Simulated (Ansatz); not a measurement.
```
CdTe
1.0
    4.64161     0.00000     0.00000
   -2.32081     4.01975     0.00000
    2.32081    -1.33992     3.78986
Cd Te
1 1
Direct
  0.00000   0.00000   0.00000
  0.25000   0.75000   0.25000
```

Space group of this cell: F-43m, zinc blende. The cell is taken as given.

The current runs along the normal of the first two printed vectors, the (111) plane. All runs by Ansatz (an electronic-structure program), plane waves and PAW, without spin-orbit coupling; the base is r2SCAN.

```csv
run,mean pressure (GPa),gap (eV),mid-gap κ (1/Å)
base,-0.1,1.16,0.079
all lengths scaled by 0.98,2.7,1.35,0.088
all lengths scaled by 1.02,-2.2,?,?
lda in place of r2scan,-2.8,?,?
"lengths across the current scaled by 0.98, ions clamped",1.7,?,?
"lengths across the current scaled by 1.02, ions clamped",-1.5,1.00,0.072
"lengths along the current scaled by 0.97, ions clamped",1.3,1.20,0.084
"lengths along the current scaled by 1.03, ions clamped",-1.2,1.03,0.076
pbesol in place of r2scan,-1.3,0.55,0.041
```

Complete the blanks.


- all lengths scaled by 1.02, gap (eV): 0.97
- all lengths scaled by 1.02, mid-gap κ (1/Å): 0.069
- lda in place of r2scan, gap (eV): 0.40
- lda in place of r2scan, mid-gap κ (1/Å): 0.030
- lengths across the current scaled by 0.98, ions clamped, gap (eV): 1.26
- lengths across the current scaled by 0.98, ions clamped, mid-gap κ (1/Å): 0.085
